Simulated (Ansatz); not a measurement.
The reference is GaN in the zinc blende structure (space group F-43m, No. 216).

```
CELL_PARAMETERS angstrom
      0.00000     2.27425     2.27425
      2.27425     0.00000     2.27425
      2.27425     2.27425     0.00000
ATOMIC_POSITIONS crystal
  Ga 0.00000 0.00000 0.00000
  N  0.25000 0.25000 0.25000
```

Cartesian axes are those of the cell as printed.

Level of theory: PBE/PAW in Ansatz (a first-principles code), scalar-relativistic without spin-orbit coupling.

The change: the cell is scaled by 1.0200 in all directions; the atoms relax in the strained cell.

Predict the stress tensor and what it implies for the stiffness.

Stress of the strained cell less that of the base (GPa, compression positive):
```
  -8.95    0.00    0.00
   0.00   -8.95    0.00
   0.00    0.00   -8.95
```

Then B = −ΔP/(ΔV/V₀) with ΔV/V₀ = 0.0612 gives secant stiffness values (nonlinear terms included at this strain): B ≈ 146 GPa.

As a check, the harmonic strain energy −½ V₀ Δσ:ε is 20 meV/atom; the computed energy rise is 21 meV/atom.

No phonon test of stability was made. This is not the structure that GaN has at room temperature and ambient pressure.
